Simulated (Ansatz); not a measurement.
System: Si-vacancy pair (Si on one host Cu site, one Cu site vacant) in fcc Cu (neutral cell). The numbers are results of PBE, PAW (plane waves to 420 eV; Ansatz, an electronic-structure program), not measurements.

Settings: 32 host sites, the relaxed PBE lattice, a 3×3×3 k-point mesh shifted by half a step, smearing 0.10 eV, spin-restricted, no image-charge correction. Static, classical nuclei. Forms of the defect that were not tried may lie lower. The order of the sites in energy changes with the mesh.

Barriers: single points on a 5×5×5 k-point mesh shifted by half a step at the bands' geometries.

The step: one Cu atom jumps into the vacancy from a nearby Cu site (Si-vacancy distance between ideal sites 2.57 → 5.13 Å); the atom moves 2.53 Å along (0.00, -0.49, -0.49) of the unit cell; the moving atom starts with neighbours 4 Cu at 2.54, 6 Cu at 2.57, Cu at 2.61 Å and ends with 4 Cu at 2.54, 6 Cu at 2.57; Si at 2.58 Å.

Question: Estimate the migration barrier of this step that PBE, PAW returns for this input.

Answer: 0.79 eV forward and 0.63 eV backward. At the saddle the moving atom has neighbours 4 Cu at 2.37, 2 Cu at 2.78, 2 Cu at 2.80 Å. The saddle point's order was not checked, and it lies on a symmetry element of the cell, where a band can be held.
